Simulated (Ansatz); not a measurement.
## Al (model structure, Pm-3n, No. 223, 8 atoms in the cell): properties by level of theory

```json
[
 {"level (code)": "LDA (Ansatz)", "equilibrium lattice constant a (Å)": "5.063", "cohesive energy (eV/atom)": "3.93"},
 {"level (code)": "PBE (Ansatz)", "equilibrium lattice constant a (Å)": "5.136", "cohesive energy (eV/atom)": "3.36"},
 {"level (code)": "PBEsol (Ansatz)", "equilibrium lattice constant a (Å)": "5.102", "cohesive energy (eV/atom)": "3.73"},
 {"level (code)": "r²SCAN (Ansatz)", "equilibrium lattice constant a (Å)": "5.073", "cohesive energy (eV/atom)": "3.50"}
]
```

Ansatz's density-functional and Hartree–Fock values are scalar-relativistic unless marked +SOC, with PAW data made under PBE.

Free atoms are spin-polarised, in the lowest state found; at levels without +SOC their spin–orbit coupling is left out.

Static lattice: no zero-point or thermal effects.

A model structure was made by putting elements into a prototype or built by hand; it is no filed structure, need not be a known phase, and can be a saddle point held by its symmetry.

Ansatz is an electronic-structure program.
